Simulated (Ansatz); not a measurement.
Given:

```xyz
2
Lattice="3.7375 0.0000 0.0000 0.0000 3.7375 0.0000 0.0000 0.0000 3.7375" Properties=species:S:1:pos:R:3 pbc="T T T"
K      0.0000     0.0000     0.0000
Cl     1.8688     1.8688     1.8688
```

Calculation: r2SCAN, rigid bands (plane waves, PAW, scalar-relativistic; Ansatz, an electronic-structure program). Condition of this run: functional r2SCAN on the same cell. How the cell was made: cell and atoms relaxed with PBEsol.

Question: Predict the hole conductivity mass (n e² τ/σ) at 300 K, by direction if it differs.

Answer: 1.49 mₑ.

Question: Predict the electron conductivity mass (n e² τ/σ) at 300 K, by direction if it differs.

Answer: 0.41 mₑ.

Question: And the band gap?

Answer: 5.94 eV at this level; semilocal functionals usually fall short of the measured gap.

Rigid bands, one relaxation time for all states, no polarons. Spin-orbit coupling is left out; where it splits the top of the valence band it changes the hole mass and lowers the gap by about a third of the splitting. Geometry: cell and atoms relaxed with PBEsol.

Computed structure, not matched to a measured one here, so possibly hypothetical: KCl (Pm-3m).
